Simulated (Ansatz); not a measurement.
## A computed series for Te: pressure series

Take Te (space group P3_121, No. 152; a = 4.5209 Å, c = 5.9543 Å; made of chains) as the base.

Cell and atoms are relaxed at each pressure.

Levels (all Ansatz, a program for electronic structure, PAW): PBE (420 eV, no spin-orbit coupling); r2SCAN (500 eV, no spin-orbit coupling).

The base cell above is that of PBE; each level relaxes its own structures.

```csv
case,"volume per atom, PBE","volume per atom, r2SCAN"
pressure 0.3 GPa,34.60 Å³,35.64 Å³
pressure 0.7 GPa,33.95 Å³,34.84 Å³
pressure 1.5 GPa,32.98 Å³,___
pressure 3 GPa,31.61 Å³,31.96 Å³
pressure 5 GPa,30.29 Å³,___
pressure 7.5 GPa,28.98 Å³,___
pressure 10 GPa,27.79 Å³,28.12 Å³
```

What belongs in the blanks?


- pressure 1.5 GPa, volume per atom, r2SCAN: 33.53 Å³
- pressure 5 GPa, volume per atom, r2SCAN: 30.50 Å³
- pressure 7.5 GPa, volume per atom, r2SCAN: 29.18 Å³

PBE lies below r2SCAN in every row, by 0.20 Å³ to 1.04 Å³. They put the cases in the same order.

The mesh was chosen for an insulator and is coarse for the gapless case. Load acts through the strain it causes; cell and atoms are relaxed under it. No phonon test of stability was made. Competing high-pressure phases were not computed. No dispersion term is included, though the crystal is made of layers, chains or molecules, so its spacings can come out too wide.
